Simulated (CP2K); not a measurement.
Worked example: self-consistent single point of CsSiI3 (R3m, 5 atoms in the cell) in CP2K.

Computed with LDA (Pade form), GPW, DZVP-MOLOPT-SR-GTH basis, GTH-PADE potentials (GTH_POTENTIALS) run with CP2K.

```
CELL_PARAMETERS angstrom
      6.13359     0.00000     0.00000
      0.26520     6.12786     0.00000
      0.26520     0.25397     6.12259
ATOMIC_POSITIONS crystal
  Cs 0.00101 0.00101 0.00101
  Si 0.46266 0.46266 0.46266
  I  0.50187 0.50187 0.02939
  I  0.02939 0.50187 0.50187
  I  0.50187 0.02939 0.50187
```

Reference input (self-consistent single point, DFT LDA (Pade form), GPW, DZVP-MOLOPT-SR-GTH basis, GTH-PADE potentials (GTH_POTENTIALS)): CUTOFF = 500 Ry; REL_CUTOFF = 50 Ry; SMEAR/METHOD = FERMI_DIRAC; ELECTRONIC_TEMPERATURE = 580.23 K; KPOINTS/SCHEME = MONKHORST-PACK 4 4 4; GAMMA_CENTERED = T; XC_FUNCTIONAL = PADE; Cs/BASIS_SET = DZVP-MOLOPT-SR-GTH; Cs/POTENTIAL = GTH-PADE-q9; Si/BASIS_SET = DZVP-MOLOPT-SR-GTH; Si/POTENTIAL = GTH-PADE-q4; I/BASIS_SET = DZVP-MOLOPT-SR-GTH. This run's input differs from it in these lines:

```diff
@@ -40,4 +40,3 @@
     &KPOINTS
-      SCHEME MONKHORST-PACK 4 4 4
-      GAMMA_CENTERED T
+      SCHEME MONKHORST-PACK 7 7 7
     &END KPOINTS
```

The program printed (abridged):

```
 SCF WAVEFUNCTION OPTIMIZATION

  Step     Update method      Time    Convergence         Total energy    Change
     1 NoMix/Diag. 0.40E+00      -     0.77188738       -58.9055514461 -5.89E+01
     2 Broy./Diag. 0.40E+00      -     0.01820135       -59.0838529824 -1.78E-01
     3 Broy./Diag. 0.40E+00      -     0.05786398       -58.9319712380  1.52E-01
     4 Broy./Diag. 0.40E+00      -     0.00560954       -58.9466522292 -1.47E-02
     5 Broy./Diag. 0.40E+00      -     0.00593500       -58.9195758975  2.71E-02
     6 Broy./Diag. 0.40E+00      -     0.00389548       -58.9084897541  1.11E-02
   [... 7 lines left out ...]
    14 Broy./Diag. 0.40E+00      -     0.00000944       -58.8954366470 -1.73E-05
    15 Broy./Diag. 0.40E+00      -     0.00001029       -58.8954339593  2.69E-06
    16 Broy./Diag. 0.40E+00      -     0.00000164       -58.8954210647  1.29E-05
    17 Broy./Diag. 0.40E+00      -     0.00000071       -58.8954110417  1.00E-05
  *** SCF run converged in    17 steps ***

  Overlap energy of the core charge distribution:               0.00000000002852
  Self energy of the core charge distribution:               -126.62209403486577
  Core Hamiltonian energy:                                     24.65503052486531
  Hartree energy:                                              54.01788323175720
  Exchange-correlation energy:                                -10.94623075724621
  Electronic entropic energy:                                  -0.00000000626102
  Fermi energy:                                                 0.09505678647205

  Total energy:                                               -58.89541104172226
  Total energy (extrapolated to T->0):                        -58.89541103859175

                     Mulliken Population Analysis

   [... lines left out ...]

 STRESS| Analytical stress tensor [bar]
 STRESS|                        x                   y                   z
 STRESS|      x       -1.58546043140E+04  -1.57249993915E+02  -1.50862096037E+02
 STRESS|      y       -1.57249993915E+02  -1.58409941721E+04  -1.44473725497E+02
 STRESS|      z       -1.50862096037E+02  -1.44473725497E+02  -1.58290206937E+04
 STRESS| 1/3 Trace                                            -1.58415397266E+04
```

The run converged in 17 iterations. Against the reference run the free energy drops by 5.1 meV/atom, the pressure moves little (-1.50 to -1.58 GPa), the largest force goes from 0.109 to 0.154 eV/Å and the gap on the mesh goes from 0.752 to 1.264 eV.

The starting cell comes from a database of computed structures (which also holds hypothetical and non-ambient phases and stackings), without a prior relaxation at this level. Spin-orbit coupling is off. Values carry the incompleteness of an atom-centred basis. Another mesh or the band path of this cell gives a smaller gap, so this value is not converged in the mesh.
